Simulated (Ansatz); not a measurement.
## SnO2: strain along the normal

SnO2 (rutile, P4_2/mnm, 12.578 Å³/atom at rest, c along z) under an equal strain ε in the (001) plane with the normal axis free, as in a coherent film. PBE in Ansatz, a plane-wave DFT program (PAW, default set), 420 eV, 7×7×10 Γ-centred mesh, Fermi-Dirac smearing 0.05 eV; ions are relaxed within the symmetry of each cell.

Here s stands for strain and y for normal strain.

| strain (%) | normal strain (%) |
|---|---|
| -3.00 | ? |
| -1.20 | 0.86 |
| -0.60 | 0.42 |
| 0.00 | 0.00 |
| 0.60 | -0.40 |
| 1.20 | -0.77 |

Using a straight line, estimate the missing y at s = -3.00 from the other rows, showing the fit.

Means: s 0, y 0.022. About the means, the sum of products is -2.4480 and the sum of squares of s is 3.6000; the slope is their ratio. Least squares gives y = 0.022 - 0.6800·s. Residuals (row less fit): 0.022, -0.010, -0.022, -0.014, 0.024; standard error 0.025 (degrees of freedom: 3). The slope, -0.68 ± 0.01, is the elastic response of the normal axis, −2C13/C33. At the withheld row, y = 0.022 - 0.6800 × (-3.0) = 2.062%. The calculation gives 2.31%, 0.248% above the prediction (8.1 % of the range of y in the table). The row lies outside the fitted rows, so this is an extrapolation. From the scatter of the fitted rows alone, a prediction at this place has a standard error of 0.048%, so the miss is 5.2 times that.

One order more, fitted to all 11 runs of the series, follows each within 0.01, so the miss is the next term of a smooth law. Rows are the converged runs of the series near zero and its far end; series whose fitted rows scatter by over a few per cent of the range, as at a crossing or softening among them, aren't shown in this form. Most that stay on the fit to the last digits aren't either.
